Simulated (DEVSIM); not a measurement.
Device: In0.52Al0.48As/In0.53Ga0.47As p-n heterojunction, at 300 K.

Layer 1 from the left is In0.52Al0.48As, thickness (μm) 0.650, Na (cm⁻³) 3.7e16, τn (s) 6e-10, τp (s) 6e-10. Layer 2 from the left is In0.53Ga0.47As, thickness (μm) 6.00, Nd (cm⁻³) 9.8e15, τn (s) 6e-10, τp (s) 6e-10.

Left contact: ohmic. Right contact: ohmic. Voltage is applied to the left contact. Recombination: SRH at mid-gap, Auger. Mobility is μmin + (μ − μmin)/(1 + (N/Nref)^α).

The device is made up for the run: typed textbook-type constants, with dimensions and the other settings drawn at random. Values at 300 K.

In0.52Al0.48As: gap (eV) 1.45, affinity (eV) 4, permittivity 12.5, Nc (cm⁻³) 5.1e17, Nv (cm⁻³) 1.1e19, μn (cm²/Vs) 4000, μp (cm²/Vs) 75, μn,min 800, μp,min 10, Nref,n 3e16, Nref,p 1e17, αn 1.1, αp 0.6, Cn (cm⁶/s) 1e-30, Cp (cm⁶/s) 1e-30. In0.53Ga0.47As: gap (eV) 0.74, affinity (eV) 4.51, permittivity 13.9, Nc (cm⁻³) 2.1e17, Nv (cm⁻³) 7.7e18, μn (cm²/Vs) 12000, μp (cm²/Vs) 300, μn,min 300, μp,min 10, Nref,n 1.3e17, Nref,p 4.9e17, αn 0.48, αp 0.4, Cn (cm⁶/s) 5e-29, Cp (cm⁶/s) 5e-29.

Simulated with DEVSIM: 1D drift-diffusion, Boltzmann statistics, complete ionisation; no tunnelling, impact ionisation, image-force lowering or self-heating. Band offsets follow the typed affinities; no thermionic-emission limit at abrupt steps, no polarisation charge.

**Question.** What does the simulation give for the potential step across the device at zero bias, the dark forward voltage at 1 A/cm², the largest field in the device at zero bias?

**Answer.** potential step across the device at zero bias 0.714 V; dark forward voltage at 1 A/cm² 0.339 V; largest field in the device at zero bias 42000 V/cm.
